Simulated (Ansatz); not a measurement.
Pressure series in Cr

Base system: Cr in the bcc (W type) structure (space group Im-3m, No. 229; a = 2.848 Å; non-magnetic).

Cell and atoms are relaxed at each pressure.

Calculations: Kohn–Sham DFT with the PBE functional, run in Ansatz (a quantum-chemistry and plane-wave program) with PAW and 420 eV plane waves, scalar-relativistic without spin-orbit coupling, earlier PAW set.

Notes on the quantities. enthalpy: H = E + PV relative to the base's energy.

```json
[
 {"change": "base", "enthalpy": "–", "shortest interatomic distance": "2.466 Å"},
 {"change": "pressure −2 GPa", "enthalpy": "-0.14 eV/atom", "shortest interatomic distance": "2.473 Å"},
 {"change": "pressure −1 GPa", "enthalpy": "-0.07 eV/atom", "shortest interatomic distance": "2.470 Å"},
 {"change": "pressure 3 GPa", "enthalpy": "+0.21 eV/atom", "shortest interatomic distance": "2.457 Å"},
 {"change": "pressure 7 GPa", "enthalpy": "+0.50 eV/atom", "shortest interatomic distance": "___"},
 {"change": "pressure 15 GPa", "enthalpy": "+1.05 eV/atom", "shortest interatomic distance": "2.424 Å"},
 {"change": "pressure 30 GPa", "enthalpy": "+2.06 eV/atom", "shortest interatomic distance": "2.389 Å"},
 {"change": "pressure 50 GPa", "enthalpy": "+3.33 eV/atom", "shortest interatomic distance": "2.351 Å"},
 {"change": "pressure 75 GPa", "enthalpy": "+4.86 eV/atom", "shortest interatomic distance": "2.312 Å"},
 {"change": "pressure 100 GPa", "enthalpy": "+6.31 eV/atom", "shortest interatomic distance": "2.279 Å"}
]
```

Some entries are withheld; estimate them.


- pressure 7 GPa, shortest interatomic distance: 2.445 Å

Load acts through the strain it causes; cell and atoms are relaxed under it. Whether these cells are dynamically stable was not tested. Competing high-pressure phases were not computed. Starting moments died away, wholly or in part, for the base; another magnetic solution may exist. All final runs are without spin polarisation. Real Cr is antiferromagnetic at low temperature and ambient pressure, an order that this cell doesn't hold.
